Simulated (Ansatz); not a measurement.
This Ansatz (a program for electronic structure) input is the reference run, TiAl (space group P4/mmm, No. 123), computed with r2SCAN in Ansatz (plane waves to 500 eV, PAW, no SOC), earlier PAW set:

Ansatz 0.2 input:
```yaml
crystal:
  lattice:
    - [2.812881328, 0, 0]
    - [0, 2.812881328, 0]
    - [0, 0, 4.0587445208]
  atoms:
    - { symbol: Al, position: [0.5, 0.5, 0.5] }
    - { symbol: Ti, position: [0, 0, 0] }
basis: { ecutwfc: 500, ecutrho_ratio: 4, xc_grid: 4, fft_grid_basis: typed }
kpoints: { mp_grid: { grid: [16, 16, 12] } }
hamiltonian:
  xc: r2scan
  dispersion: none
  pseudopotentials: { azcp: { folder: ./paw }, kind: paw }
scf: { occupations: { method: fermi_dirac, width: 0.05 }, convergence: { dr2_threshold: 0.0000000002 } }
output: { forces: true, stress: true }
checkpoint: { write: state.ck, write_every: 1000 }
```

Question: Write the input for this change: cell and atoms relaxed at a pressure of 0.9 GPa.

Answer: 
Ansatz 0.2 input:
```yaml
crystal:
  lattice:
    - [2.812881328, 0, 0]
    - [0, 2.812881328, 0]
    - [0, 0, 4.0587445208]
  atoms:
    - { symbol: Al, position: [0.5, 0.5, 0.5] }
    - { symbol: Ti, position: [0, 0, 0] }
basis: { ecutwfc: 500, ecutrho_ratio: 4, xc_grid: 4, fft_grid_basis: typed }
kpoints: { mp_grid: { grid: [16, 16, 12] } }
hamiltonian:
  xc: r2scan
  dispersion: none
  pseudopotentials: { azcp: { folder: ./paw }, kind: paw }
scf: { occupations: { method: fermi_dirac, width: 0.05 } }
relax: { f_tol: 0.01, max_steps: 60, cell: { stress_tol: 0.02, p_target: 0.9 } }
output: { forces: true, stress: true }
checkpoint: { write: state.ck, write_every: 1000 }
```
This is the input that was run.

Load acts through the strain it causes; cell and atoms are relaxed under it. Stability against distortions was not tested. All final runs are without spin polarisation.
